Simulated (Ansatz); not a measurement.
Consider CdSe in the wurtzite structure (space group P6_3mc, No. 186; a = 4.383 Å, c = 7.155 Å).

The values are results of Kohn–Sham DFT with the PBE functional, run in Ansatz (an electronic-structure program) with PAW and 420 eV plane waves, scalar-relativistic without spin-orbit coupling, earlier PAW set, not measurements.

For the base:

| Property | Result |
|---|---|
| Electron mass | 0.057 mₑ (at Γ) |
| Band gap | 0.54 eV |
| Gap character | direct at Γ |
| Valence-band top at Γ | 0.00, 0.00, -0.04 eV |

The change: cell and atoms relaxed at a pressure of 9 GPa.

**Question.** Estimate the effect on the electron mass.

**Answer.** The electron mass goes from 0.057 mₑ (at Γ) to 0.075 mₑ along c, 0.080 mₑ across (at Γ).

**Question.** What does the calculation give for the band gap after the change?

**Answer.** The band gap grows by 0.30 eV to 0.84 eV.

**Question.** Estimate the effect on the gap character.

**Answer.** The gap character remains direct at Γ.

**Question.** Estimate the effect on the valence-band top at Γ.

**Answer.** The valence-band top at Γ (three highest levels, from the VBM) changes from 0.00, 0.00, -0.04 eV to 0.00, 0.00, -0.09 eV.

Load acts through the strain it causes; cell and atoms are relaxed under it. Effective masses come from finite differences of ±0.01 Å⁻¹. Whether these cells are dynamically stable was not tested. Measured, CdSe leaves this structure (for rock salt) near 2.72 GPa (temperature not stated; as listed in Datta, Sujoy, Jana, Debnarayan, arXiv (2020)), on rising pressure, with hysteresis.
